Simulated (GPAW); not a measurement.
GPAW run on LiPd7 (Fm-3m, 8 atoms in the cell): self-consistent single point.

Level of theory: LDA (Perdew-Wang 92), GPAW PAW datasets LDA (gpaw-data 1.0.1) (plane waves; GPAW 25.7.0).

```
LiPd7
1.0
    0.00000     3.88572     3.88572
    3.88572     0.00000     3.88572
    3.88572     3.88572     0.00000
Li Pd
1 7
Direct
  0.00000   0.00000   0.00000
  0.50000   0.50000   0.50000
  0.00000   0.00000   0.50000
  0.50000   0.50000   0.00000
  0.50000   0.00000   0.00000
  0.00000   0.50000   0.50000
  0.00000   0.50000   0.00000
  0.50000   0.00000   0.50000
```
Moments meant for the start (each program seeds them in its own way; μB, in the order of the atoms Li Pd Pd Pd Pd Pd Pd Pd): 0.0 1.0 1.0 1.0 1.0 1.0 1.0 1.0.

Reference input (self-consistent single point, DFT PBEsol, plane waves, GPAW PAW datasets PBEsol (made by gpaw-setup)): spinpol = true; mode = pw; ecut = 550 eV; xc = PBEsol; kpts = 5 5 5; mesh shift (steps) = 0 0 0; occupations.name = fermi-dirac; occupations.width = 0.136 eV; nbands = -14; symmetry.symmorphic = false; symmetry.tolerance = 0.0005; maxiter = 120. This run's input differs from it in these lines:

```diff
@@ -22,3 +22,3 @@
             mode=PW(550),
-            xc='PBEsol',
+            xc='LDA',
             kpts=(5, 5, 5),
```

Its files differ too (potentials: GPAW PAW datasets LDA (gpaw-data 1.0.1)).

Output (repeated stretches shortened):

```
     iter     time        total  log10-change:  magmom
                         energy   eigst   dens
iter:   1 --:--:--   -39.924219                   +6.9427
iter:   2 --:--:--   -40.451411   -0.95  -1.59    +3.4667
iter:   3 --:--:--   -40.168157   -1.78  -1.63    +0.6641
iter:   4 --:--:--   -39.953882   -1.97  -1.81    +0.4036
iter:   5 --:--:--   -39.930317   -2.99  -2.16    +0.0350
iter:   6 --:--:--   -39.807014   -2.72  -2.19    +0.0303
iter:   7 --:--:--   -39.780541   -3.36  -2.38    +0.0178
iter:   8 --:--:--   -39.781254c  -3.74  -2.96    +0.0122
iter:   9 --:--:--   -39.779741c  -4.17  -3.12    +0.0030
iter:  10 --:--:--   -39.779768c  -4.86  -3.59    +0.0004
iter:  11 --:--:--   -39.779797c  -5.45  -3.61    -0.0001
iter:  12 --:--:--   -39.779734c  -5.76  -3.61    -0.0001
   [... 3 lines left out ...]
iter:  16 --:--:--   -39.779994c  -5.52  -3.59    -0.0000
iter:  17 --:--:--   -39.779991c  -7.12  -3.61    -0.0000
iter:  18 --:--:--   -39.779853c  -5.20  -3.62    -0.0000
iter:  19 --:--:--   -39.779892c  -6.36  -3.95    -0.0000
iter:  20 --:--:--   -39.779898c  -6.17  -4.03c   -0.0000
iter:  21 --:--:--   -39.779888c  -7.35  -4.57c   -0.0000
iter:  22 --:--:--   -39.779884c  -7.98c -4.80c   -0.0000
Converged after 22 iterations.

Dipole moment: (0.000000, 0.000000, 0.000000) |e|*Ang

Total magnetic moment: (0.000000, 0.000000, -0.000002)
Local magnetic moments:
   0 Li ( 0.000000,  0.000000,  0.000000)
   1 Pd ( 0.000000,  0.000000, -0.000000)
   2 Pd ( 0.000000,  0.000000, -0.000000)
   3 Pd ( 0.000000,  0.000000, -0.000000)
   4 Pd ( 0.000000,  0.000000, -0.000000)
   5 Pd ( 0.000000,  0.000000, -0.000000)
   6 Pd ( 0.000000,  0.000000, -0.000000)
   7 Pd ( 0.000000,  0.000000, -0.000000)

Energy contributions relative to reference atoms: (reference = -959886.155479)

Kinetic:        -37.690738
Potential:       +4.603654
External:        +0.000000
XC:              -4.972144
Entropy (-ST):   -0.536957
Local:           -1.452177
SIC:             +0.000000
--------------------------
Free energy:    -40.048362
   [... lines left out ...]
Fermi level: 8.09934
No gap
   [... lines left out ...]
  2 Pd    0.00000   -0.00000   -0.00000
  3 Pd    0.00000   -0.00000    0.00000
  4 Pd    0.00000   -0.00000    0.00000
  5 Pd    0.00000    0.00000   -0.00000
  6 Pd    0.00000   -0.00000    0.00000
  7 Pd   -0.00000    0.00000   -0.00000

Stress tensor:
     0.059205     0.000000     0.000000
     0.000000     0.059205     0.000000
     0.000000     0.000000     0.059205
Stress (GPa, Voigt): [9.4858 9.4858 9.4858 0.     0.     0.    ]
```

The run converged in 22 iterations. GPAW prints stress with tension positive. Against the reference run the pressure goes from -4.25 to -9.49 GPa.

The starting cell comes from a database of computed structures (which also holds hypothetical and non-ambient phases and stackings), without a prior relaxation at this level. The starting moments vanished: the run ended non-magnetic. With a pressure of about -9 GPa the cell is away from its equilibrium volume at this level.

Cost on one core of a shared machine: roughly 2 min.
